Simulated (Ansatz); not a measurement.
The parent structure is BaTe in the rock salt structure (space group Fm-3m, No. 225; a = 7.0644 Å).

Computed with PBE (Ansatz, a first-principles code, PAW, spin-orbit coupling left out).

For the base:

| Quantity | Result |
|---|---|
| Band gap | 1.66 eV |
| Electron mass | 1.3 mₑ along k, 0.28 mₑ across (at X) |
| Lattice parameter a | 7.064 Å |

One thing is altered: a hydrostatic pressure of 7.5 GPa.

### Question
Estimate the effect on the band gap, electron mass and lattice parameter a.

### Answer
The band gap decreases by 0.42 eV, from 1.66 eV to 1.24 eV; the electron mass becomes 1.3 mₑ along k, 0.23 mₑ across (at X) (base: 1.3 mₑ along k, 0.28 mₑ across (at X)); the lattice parameter a falls by 0.406 Å to 6.658 Å.

Spin-orbit coupling, missing from the scalar runs, can matter with Te. Load acts through the strain it causes; cell and atoms are relaxed under it. Masses are band curvatures over ±0.01 Å⁻¹ around the edge. Along k means along the line from Γ to the band edge. Stability against distortions was not tested. Competing high-pressure phases were not computed.
